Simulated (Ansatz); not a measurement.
## A computed series for hypothetical rock salt SnC: response to strain

Start from SnC in the rock salt structure (space group Fm-3m, No. 225; a hypothetical phase, not in the database extracts checked; relaxed with 0.1 eV smearing).

```xyz
2
Lattice="0.0000 2.4007 2.4007 2.4007 0.0000 2.4007 2.4007 2.4007 0.0000" Properties=species:S:1:pos:R:3 pbc="T T T"
C      0.0000     0.0000     0.0000
Sn     2.4007     2.4007     2.4007
```

Strains are applied to the cell and any free atomic positions relax.

Method: PBE (Ansatz, a program for electronic structure, PAW, spin-orbit coupling left out).

```
isotropic strain (%)  pressure (GPa)
--------------------  --------------
-1.46                            6.4
0                                0.0
0.55                            -2.1
2.82                               ?
5.24                           -13.6
5.66                           -14.2
```

Q: Fit P = P₀ − Bδ + Cδ² with δ = (1 + ε)³ − 1 to the rows shown and predict the withheld row.

A: Least squares on the printed values gives P₀ = 0.0 GPa, B = 134 GPa, C = 306 GPa (largest residual 0.1 GPa); this predicts -9.3 GPa, and the run gives -8.9 GPa, 0.4 higher.

No phonon test of stability was made. All final runs are without spin polarisation.
